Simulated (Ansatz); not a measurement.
We consider Ti2B2Ge (model structure, started from the Ti2InB2 type, P-6m2, No. 187, 5 atoms in the cell), described by PBE (PAW; Ansatz, a program for electronic structure).

Run with plane-wave cutoff 520 eV, 24×24×8 k mesh (along the axes of the cell as run), Fermi–Dirac smearing 0.05 eV, no spin polarisation, scalar-relativistic PAW data made under PBE.

Cell (relaxed at this level):

```cif
data_B2GeTi2
_chemical_formula_sum 'Ti2 Ge1 B2'
_space_group_name_H-M_alt 'P 1'
_space_group_IT_number 1
_cell_length_a 3.03832
_cell_length_b 3.03832
_cell_length_c 7.34568
_cell_angle_alpha 90.000
_cell_angle_beta 90.000
_cell_angle_gamma 120.000
loop_
_space_group_symop_operation_xyz
  'x, y, z'
loop_
_atom_site_label
_atom_site_type_symbol
_atom_site_fract_x
_atom_site_fract_y
_atom_site_fract_z
_atom_site_occupancy
Ti1 Ti 0.33333 0.66667 0.71244 1
Ti2 Ti 0.33333 0.66667 0.28756 1
Ge1 Ge 0.00000 0.00000 0.00000 1
B1 B 0.00000 0.00000 0.50000 1
B2 B 0.66667 0.33333 0.50000 1
```

**Question.** Give the computed bulk modulus.

**Answer.** 
* **bulk modulus**: 172 GPa

Note: the run has no spin polarisation, so it can have missed a magnetic state; the bulk modulus is −V dP/dV from two relaxed cells at ±2 % in volume; the relaxation could raise the start's symmetry but not lower it, so the cell can be a saddle point.

Static lattice: no zero-point or thermal effects.

It cost around 8 core-minutes (rough) of CPU time.

A model structure was made by putting elements into a prototype or built by hand; it is no filed structure, need not be a known phase, and can be a saddle point held by its symmetry.
